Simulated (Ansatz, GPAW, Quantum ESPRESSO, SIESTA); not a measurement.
Li3In (I4/mmm, 4 atoms in the cell) computed with different codes at matched settings

Self-consistent single point.

```yaml
crystal:
  lattice:
    - [-2.08073, 2.08073, 4.22808]
    - [2.08073, -2.08073, 4.22808]
    - [2.08073, 2.08073, -4.22808]
  atoms:
    - { symbol: Li, position: [0.75000, 0.25000, 0.50000] }
    - { symbol: Li, position: [0.25000, 0.75000, 0.50000] }
    - { symbol: Li, position: [0.50000, 0.50000, 0.00000] }
    - { symbol: In, position: [0.00000, 0.00000, 0.00000] }
```

All programs got the same cell, k-point mesh and kind of occupations (in Ansatz's words: kpoints.mp_grid.grid = 11 11 11; scf.occupations.method = gaussian; scf.occupations.width = 0.2 eV); potentials, basis and cutoffs are each program's usual ones.

```json
[
 {"code": "GPAW", "model": "LDA (Perdew-Wang 92), GPAW PAW datasets LDA (gpaw-data 1.0.1)", "pressure (GPa)": "-1.89", "k-points": "126", "cutoff": "600 eV"},
 {"code": "Quantum ESPRESSO", "model": "LDA (PZ), GBRV 1.5 ultrasoft (LDA) pseudopotentials", "pressure (GPa)": "-2.43", "k-points": "126", "cutoff": "40 Ry"},
 {"code": "SIESTA", "model": "LDA PW92, numerical atomic orbitals TZP, PseudoDojo LDA standard norm-conserving potentials (rewritten from UPF to PSML)", "pressure (GPa)": "-1.94", "k-points": "666", "cutoff": "grid 350 Ry"},
 {"code": "Ansatz", "model": "LDA (PW92), PAW files made with PBE", "pressure (GPa)": "-2.02", "k-points": "126", "cutoff": "default"}
]
```

The spread over the programs that give each value: pressure within 0.54 GPa.

The starting cell comes from a database of computed structures (which also holds hypothetical and non-ambient phases and stackings), without a prior relaxation at this level.

Why do the programs differ, and what cannot be compared?

Differences of this kind can come from the potentials, where these differ, and from what each basis and cutoff leave unconverged. The valence holds different numbers of electrons (GPAW 16, Quantum ESPRESSO 22, SIESTA 22, Ansatz (a first-principles code) 22). The zero of total energies and Fermi levels follows the potentials and each program's conventions, so they are not compared here. SIESTA uses small atom-centred bases, whose incompleteness enters pressures, forces and empty levels differently from a plane-wave cutoff. Ansatz's pressure is given at a fixed set of plane waves, as the other plane-wave codes print theirs. The same LDA comes in different parametrisations, which differ slightly. The programs reduce the same mesh by symmetry to different extents, which changes the work and not the result.

Left out of this page: ABINIT (with a known weakness of the program); Elk and FLEUR (not drawn, or without a comparable value).

Keys are those of Ansatz 0.2.
